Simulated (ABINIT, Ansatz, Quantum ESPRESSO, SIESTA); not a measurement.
**One structure in several programs: NaF (Fm-3m, 2 atoms in the cell)**

Relaxation of cell and atoms.

```
CELL_PARAMETERS angstrom
      0.00000     2.26738     2.26738
      2.26738     0.00000     2.26738
      2.26738     2.26738     0.00000
ATOMIC_POSITIONS crystal
  Na 0.00000 0.00000 0.00000
  F  0.50000 0.50000 0.50000
```

Shared settings, as Ansatz (a quantum-chemistry and plane-wave program) writes them: kpoints.mp_grid.grid = 10 10 10; scf.occupations.method = fixed. Potentials and cutoffs stand in the table.

```
code                                                                                                                                model  final volume (Å³/atom)  gap on the mesh (eV)       cutoff
----------------  -----------------------------------------------------------------------------------------------------------------------  ----------------------  --------------------  -----------
SIESTA            GGA PBE, numerical atomic orbitals DZP, PseudoDojo PBE standard norm-conserving potentials (rewritten from UPF to PSML)                   12.66                 6.097  grid 400 Ry
ABINIT                                                           PBE, norm-conserving pseudopotentials (PseudoDojo nc-sr-05 PBE standard)                   12.97                 6.116        44 Ha
Quantum ESPRESSO                                                         PBE, PseudoDojo stringent norm-conserving (PBE) pseudopotentials                   12.96                 6.121        90 Ry
Ansatz                                                                                                             PBE, default PAW files                   12.98                 6.092      default
```

Gaps are read on the mesh.

The spread over the programs that give each value: final volume within 0.32 Å³/atom; gap on the mesh within 0.029 eV.

SIESTA uses small atom-centred bases, whose incompleteness enters pressures, forces and empty levels differently from a plane-wave cutoff. The programs treat the finite-basis stress differently while the cell relaxes: Ansatz adds an estimate of it, ABINIT smooths its cutoff (ecutsm).

The starting cell comes from a database of computed structures (which also holds hypothetical and non-ambient phases and stackings), without a prior relaxation at this level. Its lattice was rescaled by a random factor within 2.5 % of one.

Left out of this page: GPAW (not drawn, or without a comparable value).

Keys are those of Ansatz 0.2.
